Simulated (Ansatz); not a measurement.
## ZnIn$_{2}$O$_{4}$ (space group I-4, No. 82; a hypothetical phase, not in the database extracts checked)

```
CELL_PARAMETERS angstrom
     -2.39389     2.39389     5.04689
      2.39389    -2.39389     5.04689
      2.39389     2.39389    -5.04689
ATOMIC_POSITIONS crystal
  In 0.50000 0.50000 0.00000
  In 0.25000 0.75000 0.50000
  Zn 0.00000 0.00000 0.00000
  O  0.33265 0.84897 0.95731
  O  0.89166 0.37534 0.04269
  O  0.15103 0.10834 0.48368
  O  0.62466 0.66735 0.51632
```

The values are results of Ansatz (a first-principles code) PBE, no SOC, not measurements. Settings: 10×10×10 k-points, 0.05 eV Fermi–Dirac smearing.

```yaml
volume_per_atom: 16.53 Å³
density: 5.15 g/cm³
band_gap: 0.88 eV, direct at Γ
electron_mass: 0.22 mₑ along c, 0.20 mₑ across
Lowest conduction-band minima above the VBM: Γ 0.88 eV
total_energy: -2397.686 eV/atom (σ→0; compares only within this code and set-up)
```

Effective masses come from finite differences of ±0.01 Å⁻¹. No phonon test of stability was made.
